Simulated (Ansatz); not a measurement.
MgCO3, treated with LDA (Ansatz, a first-principles code, PAW).

Numerical settings: plane-wave cutoff 520 eV, 12×12×12 k mesh, Fermi–Dirac smearing 0.03 eV, scalar-relativistic PAW data made under PBE.

Starting structure:

```
CELL_PARAMETERS angstrom
      2.31600     1.33714     5.00067
     -2.31600     1.33714     5.00067
      0.00000    -2.67429     5.00067
ATOMIC_POSITIONS crystal
  Mg 0.00000 0.00000 0.00000
  Mg 0.50000 0.50000 0.50000
  C  0.75000 0.75000 0.75000
  C  0.25000 0.25000 0.25000
  O  0.75000 0.02748 0.47252
  O  0.52748 0.25000 0.97252
  O  0.02748 0.47252 0.75000
  O  0.25000 0.97252 0.52748
  O  0.47252 0.75000 0.02748
  O  0.97252 0.52748 0.25000
```

Into what structure does the relaxation of cell and atoms lead at this level, with the symmetry of the start kept?

The volume drops by 4.2 %; final space group R-3c.
```
CELL_PARAMETERS angstrom
      2.29903     1.32735     4.86411
     -2.29903     1.32735     4.86411
      0.00000    -2.65470     4.86411
ATOMIC_POSITIONS crystal
  Mg 0.00000 0.00000 0.00000
  Mg 0.50000 0.50000 0.50000
  C  0.75000 0.75000 0.75000
  C  0.25000 0.25000 0.25000
  O  0.75000 0.02836 0.47164
  O  0.52836 0.25000 0.97164
  O  0.02836 0.47164 0.75000
  O  0.25000 0.97164 0.52836
  O  0.47164 0.75000 0.02836
  O  0.97164 0.52836 0.25000
```
